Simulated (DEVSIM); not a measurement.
Structure: W/SiO2/p-GaAs capacitor, at 300 K.

```csv
layer (left to right),material,thickness (nm),Na (cm⁻³)
1,SiO2,45.0,-
2,GaAs,19000,5.5e14
```

Metal gate on the left, work function 4.6 eV. Fixed charge at the semiconductor interface 0 cm⁻² (in units of +e); no interface traps.

Constants are typed, rounded textbook-type inputs, not results; the design itself was drawn at random and stands for no fabricated device. Values at 300 K.

| parameter | SiO2 | GaAs |
|---|---|---|
| gap (eV) | 9 | 1.424 |
| affinity (eV) | 0.9 | 4.07 |
| permittivity | 3.9 | 12.9 |
| Nc (cm⁻³) | - | 4.7e17 |
| Nv (cm⁻³) | - | 9e18 |

DEVSIM, 1D Poisson equation in equilibrium, Boltzmann statistics, complete ionisation; no quantum confinement or tunnelling. Metal contacts follow the ideal Schottky-Mott rule: no Fermi-level pinning, no interface dipoles.

Tabulate band edges, carrier densities and field at 0.1 V on the gate.

Energies count from the Fermi level of the right contact; mesh points crowd at the junctions.

```csv
x (μm),Ec (eV),Ev (eV),n (cm⁻³),p (cm⁻³),field (V/cm)
0.000,3.600,-5.400,< 1e2,< 1e2,31000
0.002092,3.607,-5.394,< 1e2,< 1e2,31000
0.007753,3.624,-5.376,< 1e2,< 1e2,31000
0.02325,3.673,-5.327,< 1e2,< 1e2,31000
0.04007,3.725,-5.275,< 1e2,< 1e2,31000
0.04395,3.737,-5.263,< 1e2,< 1e2,31000
0.04558,0.571,-0.853,1.2e8,42000,9400
0.05083,0.576,-0.848,9.9e7,51000,9400
0.06453,0.589,-0.835,6.1e7,84000,9300
0.1030,0.624,-0.800,1.6e7,330000,9000
0.2131,0.718,-0.706,410000,1.2e7,8100
0.7467,1.043,-0.381,< 1e2,3.5e12,4000
2.054,1.173,-0.251,< 1e2,5.5e14,13
5.793,1.173,-0.251,< 1e2,5.5e14,≈ 0
15.24,1.173,-0.251,< 1e2,5.5e14,≈ 0
17.72,1.173,-0.251,< 1e2,5.5e14,≈ 0
18.58,1.173,-0.251,< 1e2,5.5e14,≈ 0
18.88,1.173,-0.251,< 1e2,5.5e14,≈ 0
19.01,1.173,-0.251,< 1e2,5.5e14,≈ 0
19.03,1.173,-0.251,< 1e2,5.5e14,≈ 0
19.04,1.173,-0.251,< 1e2,5.5e14,≈ 0
19.05,1.173,-0.251,< 1e2,5.5e14,≈ 0
```
